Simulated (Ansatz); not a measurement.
This Ansatz (a quantum-chemistry and plane-wave program) input is the reference run, YN in the rock salt structure (space group Fm-3m, No. 225), computed with Ansatz PBEsol, spin-orbit coupling left out:

Ansatz 0.2 input:
```yaml
crystal:
  lattice:
    - [0, 2.4280818933, 2.4280818933]
    - [2.4280818933, 0, 2.4280818933]
    - [2.4280818933, 2.4280818933, 0]
  atoms:
    - { symbol: N, position: [0, 0, 0] }
    - { symbol: Y, position: [0.5, 0.5, 0.5] }
basis: { ecutwfc: 420, ecutrho_ratio: 4, xc_grid: 2, fft_grid_basis: typed }
kpoints: { mp_grid: { grid: [12, 12, 12] } }
hamiltonian:
  xc: pbesol
  dispersion: none
  pseudopotentials: { kind: paw }
scf: { occupations: { method: fermi_dirac, width: 0.05 }, convergence: { dr2_threshold: 0.0000000002 } }
output: { forces: true, stress: true }
```

Problem. Write the input for this change: biaxial strain −0.18 %, plane normal [001], relaxed out of plane (Cartesian); in-plane vectors clamped, the third vector and the atoms free.

Solution. 
Ansatz 0.2 input:
```yaml
crystal:
  lattice:
    - [3.4276454566, 0, 0]
    - [0, 3.4276454566, 0]
    - [1.7138227283, -1.7138227283, 2.430267167]
  atoms:
    - { symbol: N, position: [0, 0, 0] }
    - { symbol: Y, position: [0.5, 0.5, 0] }
basis: { ecutwfc: 420, ecutrho_ratio: 4, xc_grid: 2, fft_grid_basis: typed }
kpoints: { mp_grid: { grid: [12, 12, 12] } }
hamiltonian:
  xc: pbesol
  dispersion: none
  pseudopotentials: { kind: paw }
scf: { occupations: { method: fermi_dirac, width: 0.05 } }
relax: { f_tol: 0.005, max_steps: 50, cell: { stress_tol: 0.01, fix: [a, b, gamma] } }
output: { forces: true, stress: true }
checkpoint: { write: state.ck, write_every: 1000 }
```
This is the input that was run; other choices of cell and start would serve too.

Stability against distortions was not tested.
